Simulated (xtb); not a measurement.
xtb 6.7.1, GFN2-xTB: Fe(F)(OH)(NH3)2 ([NH3]->[Fe](<-[NH3])([OH])[F]), charge 0, multiplicity 5, 12 atoms. The geometry is a generated start, not checked to be a minimum at this level.

```
Item                      Result
-----------------  -------------
run flags                 --grad
method                  GFN2-xTB
--acc                1 (default)
--etemp (K)        300 (default)
basis functions               33
valence electrons             38
```

```xyz
12

Fe    -0.3343     0.3508     0.4303
F     -1.2916     1.7589    -0.4078
O     -0.3889     0.0788     2.3375
H     -0.6195     0.1893     3.2574
N      1.9296     0.9971    -0.3704
H      2.6388     0.8646     0.3416
H      1.7835     1.9947    -0.4952
H      2.2724     0.6177    -1.2446
N     -1.3432    -1.5386    -0.8320
H     -2.0289    -1.9512    -0.2097
H     -0.7768    -2.2828    -1.2191
H     -1.8411    -1.0791    -1.5879
```

Charge 0 and multiplicity 5 are set for this test and not shown to be the ground state. GFN-xTB has no spin term: --uhf 4 sets the occupations alone.

One run each on 1 thread. Values of broydamp tried: 0.02, 0.05, 0.1, 0.2, 0.4 (default), 0.6, 0.8, 1.

**Question.** Predict the course of the SCC iterations along this series.

**Answer.** Fewest SCC iterations, within one of each other: 0.4 (default) with 12, 0.6 with 13, 0.8 with 13. The count rises to 23 at 0.02. All converge to one solution.

```tsv
broydamp	SCC iterations	end
0.02	23	same solution
0.05	20	same solution
0.1	17	same solution
0.2	15	same solution
0.4 (default)	12	same solution
0.6	13	same solution
0.8	13	same solution
1	15	same solution
```
